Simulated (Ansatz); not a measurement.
GaN under load (space group P6_3mc), r2SCAN with spin-orbit coupling, rigid bands run with Ansatz (a program for electronic structure). Condition of this run: hydrostatic pressure of -12 GPa (compression positive) (the target of the relaxation). Band gap 1.82 eV, N_c = 1.54e18 cm⁻³ and N_v = 9.62e19 cm⁻³ at 300 K, conductivity masses along y (a = (3.26, 0.00, 0.00) Å; b = (-1.63, 2.83, 0.00) Å; c = (0.00, 0.00, 5.32) Å) of 0.165 mₑ (electrons) and 1.55 mₑ (holes). Take k_BT = 0.02585 eV.

**Question.** What thermal injection velocity √(2k_BT/πm) limits a ballistic channel along the direction named?

**Answer.** 1.32e7 cm/s for electrons and 4.32e6 cm/s for holes, a ratio of √(m_h/m_e) = 3.06, for dilute carriers.

**Question.** A film of it is 8 nm thick, with its normal along the direction named. Estimate the confinement energies in an infinite well.

**Answer.** ħ²π²/(2m t²) = 0.376 eV·nm²/(m/mₑ × t²) gives 35.6 meV for electrons and 3.79 meV for holes, so the gap would widen to about 1.86 eV. Finite barriers and nonparabolic bands lower this, and with several valleys or bands the heaviest mass along the normal sets the lowest level, not this average.

**Question.** What built-in voltage has an abrupt junction with N_A = 1e17 and N_D = 1e17 cm⁻³, all dopants ionised?

**Answer.** V_bi = E_g/e − (k_BT/e) ln(N_c N_v/(N_A N_D)) = 1.82 − 0.02585 × 9.60 = 1.57 V, for the computed gap.

Rigid bands with the computed gap; masses take one relaxation time for all states. Geometry: cell and atoms relaxed with PBEsol.
